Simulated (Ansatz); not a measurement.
Base system: GeSe in the GeS type structure (space group Pnma, No. 62; a = 10.962 Å, b = 3.876 Å, c = 4.431 Å; layered, stacked along the Cartesian x axis). Axes: x, y, z lie along a, b, c of the conventional cell.

Computed with PBE-D3(BJ)/PAW in Ansatz (a quantum-chemistry and plane-wave program), no spin-orbit coupling, earlier PAW set.

Before the change:

```
Property   Result
--------  -------
Band gap  0.73 eV
```

Modification: biaxial strain +0.24 %, plane normal [001], relaxed out of plane (Cartesian); in-plane vectors clamped, the third vector and the atoms free.

### Question
How does this affect the out-of-plane strain?

### Answer
The out-of-plane strain is -0.35 %.

### Question
What does the calculation give for the band gap after the change?

### Answer
The band gap decreases by 0.02 eV to 0.71 eV.

### Question
Predict the new in-plane stress.

### Answer
The mean in-plane stress (compression positive) comes out as -0.1 GPa.

Whether these cells are dynamically stable was not tested. The D3 term's C6 switches between coordination references near this geometry, which can add small steps to energies.
